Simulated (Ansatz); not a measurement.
## A computed series for AlNi: pressure series

Base system: AlNi in the CsCl type structure (space group Pm-3m, No. 221; non-magnetic).

```xyz
2
Lattice="2.8927 0.0000 0.0000 0.0000 2.8927 0.0000 0.0000 0.0000 2.8927" Properties=species:S:1:pos:R:3 pbc="T T T"
Al     0.0000     0.0000     0.0000
Ni     1.4463     1.4463     1.4463
```

Cell and atoms are relaxed at each pressure.

Computed with Ansatz (a quantum-chemistry and plane-wave program), PBE, PAW, cutoff 420 eV, no spin-orbit coupling, earlier PAW set.

Two rows of this table had their results exchanged by mistake.

```csv
pressure,volume per atom (Å³),shortest distance (Å),band gap
pressure −2 GPa,12.26,2.516,zero
pressure −1 GPa,11.88,2.490,zero
pressure 0.3 GPa,12.08,2.504,zero
pressure 0.7 GPa,12.05,2.501,zero
pressure 1.5 GPa,11.99,2.497,zero
pressure 3 GPa,12.18,2.510,zero
pressure 5 GPa,11.75,2.481,zero
pressure 7.5 GPa,11.59,2.470,zero
pressure 10 GPa,11.45,2.459,zero
```

Task: Which two?

Result: The rows for pressure −1 GPa and pressure 3 GPa: the volume has to fall steadily with pressure, so 12.18 Å³ belongs to pressure −1 GPa and 11.88 Å³ to pressure 3 GPa.

Load acts through the strain it causes; cell and atoms are relaxed under it. Stability against distortions was not tested. Competing high-pressure phases were not computed. Seeded moments were not kept for the base. All final runs are without spin polarisation.
